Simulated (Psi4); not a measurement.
Psi4 1.11, PBE0/def2-svp: Ti(OH)(Me)3 ([CH3][Ti]([CH3])([CH3])[OH]), 15 atoms. The geometry is a generated start, not checked to be a minimum at this level.

```yaml
task: energy
method: pbe0
basis: def2-svp
memory: 3 GB
maxiter: 100
keys_of_the_molecule_block: symmetry c1
scf_type: df (default)
guess: auto, which took SAD (default)
scf_initial_accelerator: adiis (default)
e_convergence: 1e-06 (default)
d_convergence: 1e-06 (default)
dft_radial_points: 75 (default)
dft_spherical_points: 302 (default)
basis_functions: 137
grid_points: 322371
```

```xyz
15

Ti     0.3225     0.1416    -0.3080
O      1.5186     0.7127    -1.3966
H      2.2024     1.1301    -1.9218
C      1.1180    -0.8422     1.3371
H      1.7645    -0.1869     1.9389
H      1.7216    -1.7107     1.0344
H      0.3145    -1.2103     1.9961
C     -1.0245    -1.1971    -1.1464
H     -1.8175    -0.6807    -1.7080
H     -1.5126    -1.7952    -0.3589
H     -0.5374    -1.8992    -1.8386
C     -0.8451     1.6662     0.4776
H     -0.2640     2.3317     1.1327
H     -1.6734     1.2509     1.0753
H     -1.2876     2.2890    -0.3137
```

Charge 0 and multiplicity 1 are set for this test and not shown to be the ground state.

One run each on 2 threads. Values of diis_max_vecs tried: 3, 6, 10 (default), 20.

Q: Predict the course of the SCF iterations along this series.

A: Fewest SCF iterations, within one of each other: 6 with 10, 10 (default) with 10, 20 with 10. The count rises to 22 at 3. All converge to one solution.

| diis_max_vecs | SCF iterations | end |
|---|---|---|
| 3 | 22 | same solution |
| 6 | 10 | same solution |
| 10 (default) | 10 | same solution |
| 20 | 10 | same solution |
